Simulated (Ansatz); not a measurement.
An ideal cubic perovskite cell is held by its symmetry; such compounds can tilt or shift off centre at room temperature. The starting structures come from a database of crystals and need not be the phases stable at ambient conditions.

 Where the default PAW files enter, the runs use the earlier of Ansatz's two default sets.

Inside the gap of an insulator the Bloch states are evanescent, with a wavenumber k + iκ along the transport direction.

Consider the following.

```
CELL_PARAMETERS angstrom
      5.26440     0.00000     0.00000
      0.00000     5.26440     0.00000
      0.00000     0.00000     5.26440
ATOMIC_POSITIONS crystal
  Cs 0.00000 0.00000 0.00000
  Cd 0.50000 0.50000 0.50000
  Cl 0.00000 0.50000 0.50000
  Cl 0.50000 0.00000 0.50000
  Cl 0.50000 0.50000 0.00000
```

Space group of this cell: Pm-3m, cubic perovskite. The cell is taken as given.

Transport runs along the normal of the first two printed cell vectors, the (001) plane of the conventional cell.

The gap is the functional's own. No spin-orbit coupling. Mid-gap values are interpolated on the energy grid.

Q: Predict the band gap and the smallest decay constant κ at mid-gap from r2SCAN (Ansatz, a program for electronic structure).

A: Gap 2.47 eV on a 6×6×6 mesh; κ = 0.257 1/Å, at the zone centre.
